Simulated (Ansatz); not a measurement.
The starting structures come from a database of crystals and need not be the phases stable at ambient conditions.

 Where the default PAW files enter, the runs use the earlier of Ansatz's two default sets.

Tunnelling through a barrier is set by its complex band structure: the current falls as exp(−2κd) with the smallest κ.

Input:

```xyz
12
Lattice="4.5565 0.0000 0.0000 0.0000 6.9699 0.0000 2.2783 0.0000 3.9461" Properties=species:S:1:pos:R:3 pbc="T T T"
Ba     0.0000     3.4849     0.0000
Mg     4.5566     0.7803     2.6307
Mg     2.2783     6.1895     1.3154
Fe     0.0000     0.0000     0.0000
H      4.5565     6.0190     1.2582
H      2.2783     0.9508     2.6879
H      5.7452     6.0190     3.3170
H      1.0896     0.9508     0.6291
H      3.3679     6.0190     3.3170
H      3.4669     0.9508     0.6291
H      4.5566     2.7238     2.6307
H      2.2783     4.2460     1.3154
```

Space group of this cell: P-3m1. The cell is taken as given; by r2SCAN its mean pressure is -1.5 GPa.

Transport runs along the normal of the first two printed cell vectors, the (100) plane of the conventional cell.

No gap correction and no spin-orbit coupling; mid-gap values are interpolated between computed energies.

State the band gap and the smallest decay constant κ at mid-gap according to r2SCAN (Ansatz, a first-principles code).

Gap 1.92 eV on a 8×6×8 mesh; κ = 0.359 1/Å, at the zone centre.
